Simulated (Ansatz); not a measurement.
**What Pb → W does to PbS**

Take PbS in the rock salt structure (space group Fm-3m, No. 225; a = 5.9027 Å) as the base.

Modification: every Pb is replaced by W, then cell and atoms are relaxed.

Level of theory: PBEsol in Ansatz (plane waves to 420 eV, PAW, without spin-orbit coupling). Γ-centred 16×16×16 mesh, Fermi–Dirac width 0.05 eV, for the changed cell.

The volume per atom drops by 11.01 Å³ to 14.70 Å³ and the density grows by 4.47 g/cm³ (7.73 g/cm³ → 12.20 g/cm³). The lattice parameter a falls by 1.004 Å to 4.899 Å and the space group stays Fm-3m (No. 225). The band gap becomes zero (base: 0.19 eV).

Spin-orbit coupling, missing from the scalar runs, can matter with Pb. No phonon test of stability was made. As relaxed here, WS is a hypothetical phase, not in the database extracts checked. The final runs are not spin-polarised. WS has a high density of states at the Fermi level and may be magnetic at this level. The zero or small gap of PbS can change with the level of theory.

Ansatz is a program for electronic structure.
